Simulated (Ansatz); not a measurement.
Input and output of a self-consistent single point for Lu₂ZnTe₄ (Fd-3m, 14 atoms in the cell) (Ansatz, a quantum-chemistry and plane-wave program).

Method: PBE (plane waves, PAW; Ansatz).

```
CELL_PARAMETERS angstrom
      0.00000     6.01705     6.01705
      6.01705     0.00000     6.01705
      6.01705     6.01705     0.00000
ATOMIC_POSITIONS crystal
  Lu 0.12500 0.12500 0.12500
  Lu 0.62500 0.12500 0.12500
  Lu 0.12500 0.62500 0.12500
  Lu 0.12500 0.12500 0.62500
  Zn 0.75000 0.75000 0.75000
  Zn 0.50000 0.50000 0.50000
  Te 0.36260 0.36260 0.36260
  Te 0.91220 0.36260 0.36260
  Te 0.36260 0.91220 0.36260
  Te 0.36260 0.36260 0.91220
  Te 0.88740 0.88740 0.88740
  Te 0.33780 0.88740 0.88740
  Te 0.88740 0.33780 0.88740
  Te 0.88740 0.88740 0.33780
```

Reference input (self-consistent single point, DFT, PBE, plane waves, default PAW files): basis.ecutwfc = 420 eV; kpoints.mp_grid.grid = 3 3 3; hamiltonian.xc = pbe; hamiltonian.pseudopotentials = {kind: paw} (the program's default PAW files); scf.occupations.method = cold; scf.occupations.width = 0.136 eV. This run's input differs from it in these lines:

Ansatz 0.2 input:
```diff
@@ -29,3 +29,3 @@
 scf:
-  occupations: { method: cold, width: 0.136 }
+  occupations: { method: cold, width: 0.3 }
 output:
```

Output (repeated stretches shortened):

```
SCF iter   1: F=—  HF=-121419.644244 eV  |F-HF|=—  |Δ(HF+E_count)|=         —  Δρ=9.84e-4  dr2=6.14e-3  ethr=1.77e-3  ⟨swp⟩=7.0  Hψ=2510  notcnv=0
all-band conjugate gradients solve this SCF's bands
preconditioner: auto → Resta (q_TF=auto, 2.490 Å⁻¹)
SCF iter   2: F=—  HF=-121419.637277 eV  |F-HF|=—  |Δ(HF+E_count)|=   6.97e-3  S|Δr|=    0.00e0  Δρ=5.96e-4  dr2=1.97e-3  ethr=2.44e-6  ⟨swp⟩=3.2  Hψ=1713  notcnv=0
   [... lines left out ...]
SCF iter   7: F=—  HF=-121419.638424 eV  |F-HF|=—  |Δ(HF+E_count)|=   1.10e-6  S|Δr|=    0.00e0  Δρ=1.40e-5  dr2=1.29e-6  ethr=2.32e-9  ⟨swp⟩=2.0  Hψ=977  notcnv=0
SCF iter   8: F=—  HF=-121419.638426 eV  |F-HF|=—  |Δ(HF+E_count)|=   1.51e-6  S|Δr|=    0.00e0  Δρ=4.82e-6  dr2=2.01e-7  ethr=5.13e-10  ⟨swp⟩=2.0  Hψ=869  notcnv=0
SCF iter   9: F=-121419.638426 eV  HF=-121419.638426 eV  |F-HF|=1.50e-8  |Δ(HF+E_count)|=   3.82e-7  S|Δr|=    0.00e0  Δρ=1.88e-6  dr2=1.82e-8  ethr=3.97e-11  ⟨swp⟩=13.0  Hψ=4135  notcnv=0
SCF 1 converged in 9 iterations: F = -121419.638426 eV  dr2 = 1.82e-8
Stability not checked (fill_not_monotonic)
Free energy (F): -121419.638426 eV
Internal energy: -121419.718126 eV  (E = F + TS)
E sigma→0 (E₀):  -121419.664993 eV
Entropy (-TS):   0.079700 eV (5.693 meV/atom)
Fermi energy:    9.119972 eV
--- Forces (eV/Å), atoms counted from 1 ---
  atom   1  Lu     0.00000000    -0.00000000    -0.00000000
  atom   2  Lu     0.00000000    -0.00000000     0.00000000
  atom   3  Lu     0.00000000    -0.00000000    -0.00000000
  atom   4  Lu     0.00000000    -0.00000000     0.00000000
   [... lines left out ...]
  atom  14  Te     1.34790627     1.34790627    -1.34790627
--- Stress (GPa, compression-positive) ---
        6.347923       0.000000      -0.000000
       -0.000000       6.347923      -0.000000
        0.000000       0.000000       6.347923
  P = ⅓ Tr σ = 6.3479 GPa (63.479 kbar)
  The stress holds the Pulay correction. Without it, at fixed plane waves, as pw.x and ABINIT print it: P = 6.3102 GPa
```

The run converged in 9 iterations. Against the reference run the free energy goes up by 2.2 meV/atom, the pressure hardly changes (6.38 to 6.35 GPa) and the largest force hardly changes (2.329 to 2.335 eV/Å).

The starting cell was generated: these elements placed on a structure prototype, without a prior relaxation; it need not be a known phase or ordering of this composition. With a pressure of about 6 GPa the cell is away from its equilibrium volume at this level. Forces in this geometry exceed 1 eV/Å. Ansatz's pressure includes its estimate of the finite-basis (Pulay) stress. The run gives no clean gap (levels at the Fermi energy touch, overlap or are partly filled at this smearing), which alone does not show that the compound is a metal.
